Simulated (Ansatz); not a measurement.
**A computed series for hypothetical simple cubic Pt: pressure series**

Base system: Pt in the simple cubic structure (space group Pm-3m, No. 221; a = 2.587 Å; a hypothetical phase, not in the database extracts checked).

Cell and atoms are relaxed at each pressure.

The values are results of PBEsol (Ansatz, an electronic-structure program, PAW, scalar-relativistic without spin-orbit coupling), not measurements.

```tsv
pressure (GPa)	volume per atom (Å³/atom)
-2	17.482
-1	17.399
0	17.317
0.3	17.293
0.7	17.262
1.5	?
3	17.088
7.5	16.776
10	16.617
```

**Question.** Fit the third-order Birch–Murnaghan form P(V) = (3B₀/2)[(V₀/V)^(7/3) − (V₀/V)^(5/3)]·[1 + (3/4)(B₀′ − 4)((V₀/V)^(2/3) − 1)] (squares taken in P) to the rows shown and predict the withheld row.

**Answer.** Least squares on the printed values gives V₀ = 17.317 Å³/atom, B₀ = 217 GPa, B₀′ = 5.4; this predicts 17.200 Å³/atom, and the run gives 17.201 Å³/atom, in agreement.

Load acts through the strain it causes; cell and atoms are relaxed under it. Whether these cells are dynamically stable was not tested. Competing high-pressure phases were not computed. All final runs are without spin polarisation.
